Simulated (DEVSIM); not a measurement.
System: Schottky contact on n-type GaP, at 300 K.

Layer 1 from the left is GaP, thickness (μm) 13.0, Nd (cm⁻³) 2.3e16, τn (s) 3.5e-7, τp (s) 3.5e-7.

Left contact: Schottky, work function 4.99 eV, emission velocity 4.5e6 cm/s. Right contact: ohmic. Voltage is applied to the left contact. Recombination: SRH at mid-gap, radiative, Auger. Mobility is μmin + (μ − μmin)/(1 + (N/Nref)^α).

This is a model device: material constants are rounded textbook-type values typed into the input, and sizes, dopings and lifetimes were drawn at random. Values at 300 K.

GaP: gap (eV) 2.26, affinity (eV) 3.8, permittivity 11.1, Nc (cm⁻³) 1.8e19, Nv (cm⁻³) 1.9e19, μn (cm²/Vs) 250, μp (cm²/Vs) 150, μn,min 10, μp,min 10, Nref,n 4.4e18, Nref,p 1e18, αn 0.8, αp 0.85, B (cm³/s) 1e-13, Cn (cm⁶/s) 1e-30, Cp (cm⁶/s) 1e-30.

Problem. Estimate by hand the built-in potential, the peak field at zero bias, the capacitance at -1.5 V, and compare with a numerical solution.

Solution. 
- Built-in potential: barrier φB = 1.190 eV; Vbi = φB − kT/q ln(N_band/N) = 1.018 V; numerical 1.018 V.
- Peak field at zero bias: depletion approximation: W = √(2εVbi/(qN)) = 0.233 μm with N = 2.30e16 cm⁻³; field = 2Vbi/W = 87400 V/cm; numerical 86100 V/cm (estimate above by 1.5 %).
- Capacitance at -1.5 V: C = √(qεN / 2(Vbi + |V|)) = 26.8 nF/cm²; numerical 27.0 nF/cm² (estimate below by 0.51 %).

Model (solved in DEVSIM): 1D drift-diffusion, Boltzmann statistics, complete ionisation; no tunnelling, impact ionisation, image-force lowering or self-heating. Metal contacts follow the ideal Schottky-Mott rule: no Fermi-level pinning, no interface dipoles.
